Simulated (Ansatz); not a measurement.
# Computed paths: Al-vacancy pair in fcc Cu, neutral cell

Defect migration in fcc Cu: Al-vacancy pair (Al on one host Cu site, one Cu site vacant), neutral cell. Level of theory: PBE, PAW (plane waves to 420 eV; Ansatz, a quantum-chemistry and plane-wave program).

Settings: 32 host sites, the relaxed PBE lattice, a 2×2×2 k-point mesh shifted by half a step, smearing 0.10 eV, spin-restricted, no image-charge correction. Energies are static. Forms of the defect that were not tried may lie lower. The order of the sites in energy changes with the mesh.

Barriers: single points on a 4×4×4 k-point mesh shifted by half a step at the bands' geometries (they differ from the bands' own by up to 0.16 eV, and are uncertain by about as much).

```csv
Route,Start site over the lowest site run (eV),Hop (Å),Forward barrier (eV),Backward barrier (eV),Neighbours at the start,Neighbours at the saddle,Saddle order,"Forward, on the band's own sampling (eV)"
Al and the vacancy change places (Al-vacancy distance between ideal sites 2.57 Å throughout),0.02,2.47,0.59,0.59,"4 Cu at 2.54, 2 Cu at 2.57, 4 Cu at 2.59, Cu at 2.61 Å","4 Cu at 2.38, 4 Cu at 2.78 Å","not checked, on a symmetry element",0.59
one Cu atom jumps into the vacancy from a nearby Cu site (Al-vacancy distance between ideal sites 2.57 → 3.63 Å),0.02,2.49,0.70,0.72,"4 Cu at 2.54, Cu at 2.56, 4 Cu at 2.58, Cu at 2.58, Cu at 2.60 Å","Al at 2.75; 4 Cu at 2.37, Cu at 2.78, Cu at 2.79, Cu at 2.81 Å","not checked, on a symmetry element",0.58
```

Paths come from CI-NEB runs.  A band can be held on a symmetry element, so unchecked saddle points there may be too high.
